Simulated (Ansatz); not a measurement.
# Habitual settings against a tight run: HfCo₂ (Fd-3m, 6 atoms in the cell)

Self-consistent single point.

```
HfCo2
1.0
    0.00000     3.45444     3.45444
    3.45444     0.00000     3.45444
    3.45444     3.45444     0.00000
Hf Co
2 4
Cartesian
  3.45444   3.45444   3.45444
  5.18166   5.18166   5.18166
  0.86361   0.86361   0.86361
  0.86361   2.59083   2.59083
  2.59083   2.59083   0.86361
  2.59083   0.86361   2.59083
```
Moments meant for the start (each program seeds them in its own way; μB, in the order of the atoms Hf Hf Co Co Co Co): 1.0 1.0 3.0 3.0 3.0 3.0.

Level of theory: LDA (PW92), PAW files made with PBE (plane waves; Ansatz, a first-principles code).

Base settings: basis.ecutwfc = 30.9 Ry; kpoints.mp_grid.grid = 8 8 8; hamiltonian.xc = lda; hamiltonian.pseudopotentials = {kind: paw} (the program's default PAW files); magnetization.spin_polarized = true; scf.occupations.method = cold; scf.occupations.width = 0.0037 Ry.

Tight run (finer mesh or higher cutoff; not a proven limit): basis.ecutwfc: 30.9 Ry → 43.4 Ry; kpoints.mp_grid.grid: 8 8 8 → 11 11 11; scf.convergence.dr2_threshold: default (1e-07 eV) → 1e-09 eV. It gave Fermi level (on the code's own zero) 19.27 eV; pressure -17.47 GPa; size of the cell's spin moment 1.27 μB.

Quick runs, as changes from the base:
- A: the base itself
- B: basis.ecutwfc: 30.9 Ry → 18.4 Ry; kpoints.mp_grid.grid: 8 8 8 → 3 3 3; hamiltonian.xc: lda → pbesol; scf.occupations.width: 0.0037 Ry → 0.0367 Ry [PBEsol]
- C: basis.ecutwfc: 30.9 Ry → 15.4 Ry; scf.occupations.method: cold → gaussian; scf.occupations.width: 0.0037 Ry → 0.02 Ry

Energies are extrapolated to zero smearing width, which holds to low order in the width alone.

Dashes: energy of B, another energy zero.

† marks runs with another functional, U, potentials or spin treatment: their distance from the tight run is not a convergence error alone.

The count of work is k-points × plane waves × bands × iterations; it is no time. 

Pressures in the table are Ansatz's without its Pulay estimate, at a fixed set of plane waves; the tight run's value above holds the estimate.

The starting cell comes from a database of computed structures (which also holds hypothetical and non-ambient phases and stackings), without a prior relaxation at this level. Its lattice was rescaled by a random factor within 2.5 % of one. The moments shrank to a small part of their start, a low-spin state that need not be the lowest. The program warned that a starting moment was not kept. In the base run, with a pressure of about -18 GPa the cell is away from its equilibrium volume at this level.

```tsv
run	energy less tight (meV/atom)	pressure less tight (GPa)	size of the net moment less tight (μB/atom)	count of work / tight
A	0.5	-0.15	-0.02	0.30
B†	–	-111.63	0.15	0.029
C	6781.7	-374.19	0.04	0.062
```

Among the runs at the tight run's level, the energy misses run from 0.5 to 6781.7 meV/atom.

Left out of this page: 2 runs of the series outside the window shown, repeating another row's setting, or not comparable; 1 run of the series unsound by tests on forces, stress, charge or solver warnings.

Keys are those of Ansatz 0.2.
